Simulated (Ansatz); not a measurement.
The starting structures come from a database of crystals and need not be the phases stable at ambient conditions.

Inside the gap of an insulator the Bloch states are evanescent, with a wavenumber k + iκ along the transport direction.

Data:

```xyz
24
Lattice="5.2446 0.0000 0.0000 0.0000 7.4333 0.0000 0.0000 1.4150 7.3877" Properties=species:S:1:pos:R:3 pbc="T T T"
In     1.3540     3.8576     6.2184
In     3.8906     4.9907     1.1693
In     3.9763     1.2741     1.1693
In     1.2683     7.5743     6.2184
Sb     3.9477     2.3277     4.9391
Sb     1.2968     6.5207     2.4486
Sb     1.3255     2.8040     2.4486
Sb     3.9191     6.0443     4.9391
O      2.3389     1.9139     5.9631
O      2.9056     6.9345     1.4246
O      4.9612     3.2178     1.4246
O      0.2834     5.6305     5.9631
O      4.8848     2.6538     6.6451
O      0.3598     6.1945     0.7426
O      2.2625     2.4779     0.7426
O      2.9821     6.3705     6.6451
O      3.1707     4.2034     5.0049
O      2.0739     4.6450     2.3828
O      0.5484     0.9283     2.3828
O      4.6962     7.9200     5.0049
O      3.0327     2.0541     3.2020
O      2.2118     6.7942     4.1857
O      0.4104     3.0776     4.1857
O      4.8341     5.7708     3.2020
```

Space group of this cell: P2_1/c. The cell is taken as given.

Transport runs along the normal of the first two printed cell vectors.

The gap is the functional's own, uncorrected, and κ follows it; spin-orbit coupling is left out. Mid-gap values are interpolated between the computed energies.

Problem. State the band gap and the smallest decay constant κ at mid-gap according to r2SCAN in Ansatz (a first-principles code).

Solution. Gap 1.91 eV on a 6×4×4 mesh; κ = 0.190 1/Å, at the zone centre.
